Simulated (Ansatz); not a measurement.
The starting structures come from a database of crystals and need not be the phases stable at ambient conditions.

Input:

```
CELL_PARAMETERS angstrom
      3.95929     0.00000     0.00000
      0.00000    13.47432     0.00000
      0.00000     6.73716     4.83304
ATOMIC_POSITIONS crystal
  La 0.50000 0.21266 0.57468
  La 0.50000 0.78734 0.42532
  La 0.00000 0.36218 0.00000
  La 0.00000 0.63782 0.00000
  C  0.50000 0.00000 0.50000
  C  0.50000 0.50000 0.50000
  N  0.00000 0.65569 0.68862
  N  0.00000 0.34431 0.31138
  N  0.50000 0.84938 0.65590
  N  0.50000 0.15062 0.34410
  N  0.50000 0.49472 0.65590
  N  0.50000 0.50528 0.34410
  Cl 0.00000 0.87813 0.00000
  Cl 0.00000 0.12187 0.00000
```

Space group of this cell: Cmmm. The cell is taken as given; by r2SCAN its mean pressure is -1.2 GPa.

Transport runs along the normal of the first two printed cell vectors.

The gap is the functional's own, uncorrected, and κ follows it; spin-orbit coupling is left out. Mid-gap values are interpolated between the computed energies.

Predict the band gap and the smallest decay constant κ at mid-gap from r2SCAN in Ansatz (a first-principles code).

Gap 2.13 eV on a 8×6×6 mesh; κ = 0.363 1/Å, at the zone centre.
